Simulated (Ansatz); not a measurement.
Data:

```
CELL_PARAMETERS angstrom
     -2.97099     2.97099     5.57113
      2.97099    -2.97099     5.57113
      2.97099     2.97099    -5.57113
ATOMIC_POSITIONS crystal
  Cd 0.00000 0.00000 0.00000
  Cd 0.75000 0.25000 0.50000
  Ge 0.50000 0.50000 0.00000
  Ge 0.25000 0.75000 0.50000
  As 0.87500 0.84956 0.47456
  As 0.15044 0.62500 0.02544
  As 0.37500 0.40044 0.52544
  As 0.59956 0.12500 0.97456
```

No spin polarisation.

Method: DFT with PBEsol, PAW potentials and a 420 eV plane-wave cutoff in Ansatz (an electronic-structure program), no spin-orbit coupling. Γ-centred 8×8×8 mesh, Fermi–Dirac width 0.05 eV.

Predict the pressure and space group.

The pressure (mean of the normal stresses, compression positive) is 0.92 GPa. The space group is I-42d (No. 122).

The cells carry an imposed strain or load. Whether these cells are dynamically stable was not tested. The cell was made from CdGeAs2 in the chalcopyrite structure (space group I-42d, No. 122) by this change: uniaxial strain ε_zz = −1.50 %.
